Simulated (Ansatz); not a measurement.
Input and output of a relaxation of the atoms for NbRu3 (P4mm, 4 atoms in the cell) (Ansatz, a first-principles code).

Method: LDA (PW92), default PAW files made with PBE (plane waves; Ansatz).

The change in words: one atom moved by 0.15 angstrom; relax: default → atoms; relax.f_tol: default → 0.02 eV/Å. Reference geometry:
```
NbRu3
1.0
    3.86568     0.00000     0.00000
    0.00000     3.86568     0.00000
    0.00000     0.00000     3.86568
Nb Ru
1 3
Direct
  0.00000   0.00000   0.00000
  0.00000   0.50000   0.50000
  0.50000   0.00000   0.50000
  0.50000   0.50000   0.00000
```

Reference input (self-consistent single point, DFT, LDA (PW92), plane waves, default PAW files made with PBE): basis.ecutwfc = 420 eV; kpoints.mp_grid.grid = 9 9 9; hamiltonian.xc = lda; hamiltonian.pseudopotentials = {kind: paw} (the program's default PAW files); scf.occupations.method = gaussian; scf.occupations.width = 0.1 eV. This run's input differs from it in these lines:

```diff
@@ -7,3 +7,3 @@
   atoms:
-    - { symbol: Nb, position: [0.00000000, 0.00000000, 0.00000000] }
+    - { symbol: Nb, position: [0.00000000, 0.00000000, 0.03880300] }
     - { symbol: Ru, position: [0.00000000, 0.50000000, 0.50000000] }
@@ -24,2 +24,4 @@
     width: 0.1
+relax:
+  f_tol: 0.02
 output:
```

Output, abridged:

```
   [... SCF lines of the steps left out ...]
relax step   1: F+E_penalty+E_count = -21717.84889373 eV  Δ(F+E_penalty+E_count) = +0.000e0 eV  max|allowed force component| = 1.004e0 eV/Å  Δτ_max = 0.0000 Å  (6 SCF iters, dr2 threshold 1.00e-5 eV, accepted)
relax step   2: F+E_penalty+E_count = -21717.91579603 eV  Δ(F+E_penalty+E_count) = -6.690e-2 eV  max|allowed force component| = 2.788e-1 eV/Å  Δτ_max = 0.0752 Å  (6 SCF iters, dr2 threshold 6.30e-5 eV, accepted)
relax step   3: F+E_penalty+E_count = -21717.92247915 eV  Δ(F+E_penalty+E_count) = -6.683e-3 eV  max|allowed force component| = 1.852e-3 eV/Å  Δτ_max = 0.0370 Å  (6 SCF iters, dr2 threshold 4.86e-6 eV, accepted)
relax step   4: F+E_penalty+E_count = -21717.92247916 eV  Δ(F+E_penalty+E_count) = -9.313e-10 eV  max|allowed force component| = 1.820e-3 eV/Å  Δτ_max = 0.0000 Å  (6 SCF iters, accepted)
the relaxation is at rest under the 8 symmetry operations that the run kept from its start: a minimum is not shown …
Stability not checked: this state was not tested for a lower state beside it, because too few of the mixer's solves of this state at the end of the SCF gave a …
Free energy (F): -21717.922479 eV
Internal energy: -21717.892729 eV  (E = F + TS)
E sigma→0 (E₀):  -21717.907604 eV
Entropy (-TS):   -0.029751 eV (-7.438 meV/atom)
Fermi energy:    21.656471 eV
--- Forces (eV/Å), atoms counted from 1 ---
  atom   1  Nb     0.00000000     0.00000000    -0.00182148
   [... lines left out ...]
  F+E_penalty+E_count = -21717.92247916 eV   max|allowed force component| = 1.820e-3 eV/Å
  atoms:
    - { symbol: Nb, position: [-2.1796772593657827e-35, 0.0, 0.009777403792060359] }
    - { symbol: Ru, position: [4.0479720531078825e-35, 0.5, 0.5097005317333521] }
    - { symbol: Ru, position: [0.5, 0.0, 0.5097005317333521] }
    - { symbol: Ru, position: [0.5, 0.5, 0.009624532741235599] }
```

The run converged.  The full log also holds: “iter 4 did not close the SCF: its close was put off for the readings that it lacked (scf_convergence_deferred on its scf_iter line)”. The full log also holds: “iter 5 did not close the SCF: its close was put off for the readings that it lacked (scf_convergence_deferred on its scf_iter line)”.

Summary of the result:
- Free energy E − TS (on the zero of these files): -21717.9225 eV
- Fermi level (on the code's own zero): 21.66 eV
- Pressure: -8.57 GPa
- Largest force (vector length): 0.002 eV/Å
- Relaxation steps: 4

The starting cell comes from a database of computed structures (which also holds hypothetical and non-ambient phases and stackings), without a prior relaxation at this level. Its lattice was rescaled by up to half a per cent. For this run, on top of that: one atom moved by 0.15 angstrom. Spin polarisation is off. The relaxation keeps the symmetry of its start, so its end need not be a minimum. Ansatz's pressure includes its estimate of the finite-basis (Pulay) stress.

Cost on one core of a shared machine: roughly 40 s.

Keys are those of Ansatz 0.2.
